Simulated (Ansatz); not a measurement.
## Mo2N, pressure series

The reference is Mo$_{2}$N in the anti-anatase structure (space group I4_1/amd, No. 141; a = 4.2551 Å, c = 7.9255 Å).

Cell and atoms are relaxed at each pressure.

Calculations: plane-wave PAW DFT at the r2SCAN level (Ansatz, an electronic-structure program, 500 eV), no SOC, earlier PAW set.

```json
[
 {"P (GPa)": "-2.00", "V (Å³/atom)": "12.035"},
 {"P (GPa)": "-1.00", "V (Å³/atom)": "11.996"},
 {"P (GPa)": "3.01", "V (Å³/atom)": "11.847"},
 {"P (GPa)": "7.00", "V (Å³/atom)": "11.707"},
 {"P (GPa)": "15.00", "V (Å³/atom)": "11.452"},
 {"P (GPa)": "30.00", "V (Å³/atom)": "11.040"},
 {"P (GPa)": "50.00", "V (Å³/atom)": "10.589"},
 {"P (GPa)": "75.00", "V (Å³/atom)": "10.131"},
 {"P (GPa)": "100.00", "V (Å³/atom)": "9.751"}
]
```

Task: Fit a third-order Birch–Murnaghan equation of state.

Result: Least squares on P(V) = (3B₀/2)[(V₀/V)^(7/3) − (V₀/V)^(5/3)]·[1 + (3/4)(B₀′ − 4)((V₀/V)^(2/3) − 1)] gives V₀ = 11.96 Å³/atom, B₀ = 318 GPa and B₀′ = 4.2.

Load acts through the strain it causes; cell and atoms are relaxed under it. Whether these cells are dynamically stable was not tested. Competing high-pressure phases were not computed. All final runs are without spin polarisation.
